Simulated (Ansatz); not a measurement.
CaAlHO2 (model structure, started from the SrVO2H type, P4/mmm, No. 123, 5 atoms in the cell), treated with PBEsol in Ansatz (PAW).

Run with plane-wave cutoff 520 eV, 10×10×10 k mesh, Fermi–Dirac smearing 0.01 eV, scalar-relativistic PAW data made under PBE.

Cell (relaxed with PBEsol):

```cif
data_HAlCaO2
_chemical_formula_sum 'Ca1 Al1 O2 H1'
_space_group_name_H-M_alt 'P4/mmm'
_space_group_IT_number 123
_space_group_name_Hall '-P 4 2'
_cell_length_a 3.72805
_cell_length_b 3.72805
_cell_length_c 3.44832
_cell_angle_alpha 90.000
_cell_angle_beta 90.000
_cell_angle_gamma 90.000
loop_
_atom_site_label
_atom_site_type_symbol
_atom_site_symmetry_multiplicity
_atom_site_Wyckoff_symbol
_atom_site_fract_x
_atom_site_fract_y
_atom_site_fract_z
_atom_site_occupancy
Ca1 Ca 1 d 0.50000 0.50000 0.50000 1
Al1 Al 1 a 0.00000 0.00000 0.00000 1
O1 O 2 f 0.00000 0.50000 0.00000 1
H1 H 1 b 0.00000 0.00000 0.50000 1
```

What does this level give for the band gap, smallest direct gap on the k points sampled and Γ–Γ gap?


band gap: 3.65 eV (indirect)
smallest direct gap on the k points sampled: 4.37 eV
Γ–Γ gap: 5.62 eV

Note: the relaxation could raise the start's symmetry but not lower it, so the cell can be a saddle point.

The computed numbers hold no vibrational or temperature effects.

The result took very roughly 15 core-seconds.

A model structure was made by putting elements into a prototype or built by hand; it is no filed structure, need not be a known phase, and can be a saddle point held by its symmetry.

Ansatz is an electronic-structure program.
